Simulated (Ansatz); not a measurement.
AlN (P6_3mc) under hydrostatic pressure (compression positive): hole conductivity mass by PBE with spin-orbit coupling, rigid bands (plane waves, PAW; Ansatz, a first-principles code). The unloaded cell, whose axes the loads refer to:

Space group P6₃mc (No. 186); a = 3.1138 Å, b = 3.1138 Å, c = 4.9837 Å, α = 90.00°, β = 90.00°, γ = 120.00°

```csv
atom,site,symmetry,x,y,z
Al,2b,3m.,0.6667,0.3333,0.4965
N,2b,3m.,0.3333,0.6667,0.3785
```

| hydrostatic pressure (compression positive) (GPa) | volume per atom (Å³) | hole conductivity mass (mₑ) |
|---|---|---|
| -13.5 | 11.32 | 1.10 |
| -9 | 10.99 | 1.07 |
| -4.5 | 10.71 | 1.05 |
| 0 | 10.46 | 1.02 |
| 4.5 | 10.24 | ? |
| 9 | 10.04 | 0.991 |
| 18 | 9.68 | 0.964 |

**Question.** Fit a straight line to ln(hole conductivity mass) against the load over the rows given, and predict the row at 4.5 GPa.

**Answer.** The means are x̄ = 0.000 GPa and ȳ = 0.0310; Σ(x − x̄)(y − ȳ) = -2.856 and Σ(x − x̄)² = 688.5, so the slope is -0.415 % per GPa, and the rows given lie within 1.1 % of the line. At 4.5 GPa the line gives 1.01 mₑ; the calculation gives 1.01 mₑ, 0.24 % from it.

Masses are for dilute carriers at 300 K, harmonic means over directions unless an axis is named. Stresses and pressures are the targets of the relaxation. The structure type is held at every load. Geometry: cell and atoms relaxed with PBEsol.
